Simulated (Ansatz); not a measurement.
Data:

End structure of a constructed model of the (111) surface of fcc Pt, a pseudomorphic layer of Mn in the host's stacking (bottom of the slab: a bare face, its two planes held):

```yaml
crystal:
  lattice:
    - [2.80721, 0.00000, 0.00000]
    - [-1.40361, 2.43112, 0.00000]
    - [0.00000, 0.00000, 30.00000]
  atoms:
    - { symbol: Pt, position: [0.33333, 0.66667, 0.26952] }
    - { symbol: Pt, position: [0.66667, 0.33333, 0.34592] }
    - { symbol: Pt, position: [0.00000, 0.00000, 0.42195] }
    - { symbol: Pt, position: [0.33333, 0.66667, 0.49815] }
    - { symbol: Pt, position: [0.66667, 0.33333, 0.57507] }
    - { symbol: Pt, position: [0.00000, 0.00000, 0.65420] }
    - { symbol: Mn, position: [0.33333, 0.66667, 0.72532] }
```

Set-up: 7 atoms, 13.8 Å thick at the start; mesh 15x15x1; 0.1 eV smearing; dipole correction on; 2 atoms held, the rest relaxed; start symmetry kept, larger cells not searched; spin-polarised, ending with about 4.2 μB a cell; orders that need a larger cell were not tried, no spin-orbit, no U. It is one candidate, not shown to be the stable structure of the face.

Q: Give the work function of the top face at the level PBE run with Ansatz (a quantum-chemistry and plane-wave program).

A: 4.31 eV
